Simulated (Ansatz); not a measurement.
**Effect of S → Os on CdS**

Take CdS in the wurtzite structure (space group P6_3mc, No. 186; a = 4.164 Å, c = 6.767 Å) as the base.

The change: full substitution S → Os, then cell and atoms are relaxed.

Level of theory: Kohn–Sham DFT with the r2SCAN functional, run in Ansatz (a first-principles code) with PAW and 500 eV plane waves, no SOC. k-mesh 12×12×9 (Γ-centred); smearing 0.05 eV (Fermi–Dirac), for the changed cell.

The volume per atom decreases by 1.734 Å³ (25.40 Å³ → 23.66 Å³) and the density rises by 5.90 g/cm³ (4.72 g/cm³ → 10.62 g/cm³). The space group goes from P6_3mc (No. 186) to P6_3/mmc (No. 194) and the shortest interatomic distance grows by 0.0842 Å to 2.629 Å. The band gap goes from 1.63 eV to zero.

Final structure:

```yaml
crystal:
  lattice:
    - [4.55276, 0.00000, 0.00000]
    - [-2.27638, 3.94280, 0.00000]
    - [0.00000, 0.00000, 5.27335]
  atoms:
    - { symbol: Cd, position: [0.66667, 0.33333, 0.25000] }
    - { symbol: Cd, position: [0.33333, 0.66667, 0.75000] }
    - { symbol: Os, position: [0.66667, 0.33333, 0.75000] }
    - { symbol: Os, position: [0.33333, 0.66667, 0.25000] }
```

With Os present, leaving out spin-orbit coupling can change the band edges. Whether these cells are dynamically stable was not tested. As relaxed here, CdOs is a hypothetical phase, not in the database extracts checked. All final runs are without spin polarisation. CdOs has a high density of states at the Fermi level and may be magnetic at this level.
